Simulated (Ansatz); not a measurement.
Structures of equal composition on the (0001) surface of hcp Ti: a pseudomorphic layer of Pt in the host's stacking; a pseudomorphic layer of Pt in the other hollow. The slabs share one bottom face, and each structure is named by its start. These are constructed structures in small cells; real faces may alloy, dewet or reconstruct in larger ones, and not all known structures of the face are among them. Slabs of about 12 Å with all that they carry, Fermi-Dirac smearing of 0.1 eV. Bottom of the slabs: a bare face, its two planes held. Relaxed from the named starts with such symmetry as they have, on meshes of like density; energies extrapolated to zero smearing; no spin-orbit coupling, no U. Spin-polarised runs, if any, are marked in brackets, and their order is one that fits the cell; the others ran without spin.

Method: PBE (plane waves to 420 eV, PAW; Ansatz, a program for electronic structure).

Rank these by energy per 1x1 cell (lowest first), as PBE gives it.

a pseudomorphic layer of Pt in the other hollow (0.000 eV), a pseudomorphic layer of Pt in the host's stacking (0.070 eV)
